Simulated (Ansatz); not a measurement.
Consider GaN in the zinc blende structure (space group F-43m, No. 216; a = 4.498 Å). Axes: x, y, z lie along the cube axes.

Calculations: PBEsol (Ansatz, a program for electronic structure; PAW; 420 eV plane waves; scalar-relativistic without spin-orbit coupling).

Strains are applied to the cell and any free atomic positions relax; under biaxial strain the out-of-plane vector relaxes too.

One change was made to it. Results:

The pressure (mean of the normal stresses, compression positive) goes from zero to -4.58 GPa; the band gap shrinks by 0.27 eV (1.70 eV → 1.43 eV).

Q: Which change produced these results?
(A) biaxial strain +0.83 %, plane normal [111], relaxed out of plane
(B) biaxial strain +2.08 %, plane normal [111], relaxed out of plane
(C) biaxial strain +1.25 %, plane normal [111], relaxed out of plane
(D) biaxial strain +1.67 %, plane normal [111], relaxed out of plane

A: D, biaxial strain +1.67 %, plane normal [111], relaxed out of plane. For comparison, the band gap in the other runs: biaxial strain +2.08 %, plane normal [111], relaxed out of plane gives 1.36 eV; biaxial strain +0.83 %, plane normal [111], relaxed out of plane gives 1.57 eV; biaxial strain +1.25 %, plane normal [111], relaxed out of plane gives 1.50 eV.

Stability against distortions was not tested. This is not the structure that GaN has at room temperature and ambient pressure.
